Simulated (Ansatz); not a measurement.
Given:

```
CELL_PARAMETERS angstrom
      2.91675     0.00000     0.00000
      0.00000     2.91675     0.00000
      1.45838    -1.45838     2.12774
ATOMIC_POSITIONS crystal
  O  0.00000 0.00000 0.00000
  Mg 0.50000 0.50000 0.00000
```

No spin polarisation.

All numbers come from Kohn–Sham DFT with the r2SCAN functional, run in Ansatz (a quantum-chemistry and plane-wave program) with PAW and 500 eV plane waves, without spin-orbit coupling. Settings: 13×13×13 k-points, 0.05 eV Fermi–Dirac smearing.

### Question
Predict the pressure (mean of the normal stresses, compression positive).

### Answer
49.5 kbar.

### Question
What is the computed electron mass?

### Answer
0.35 mₑ out of plane, 0.38 mₑ in plane (at Γ).

The levels and masses belong to the bands next to the band gap. The cells carry an imposed strain or load. Effective masses come from finite differences of ±0.01 Å⁻¹. Stability against distortions was not tested. The cell was made from MgO in the rock salt structure (space group Fm-3m, No. 225) by this change: biaxial strain −1.89 %, plane normal [001], relaxed out of plane.
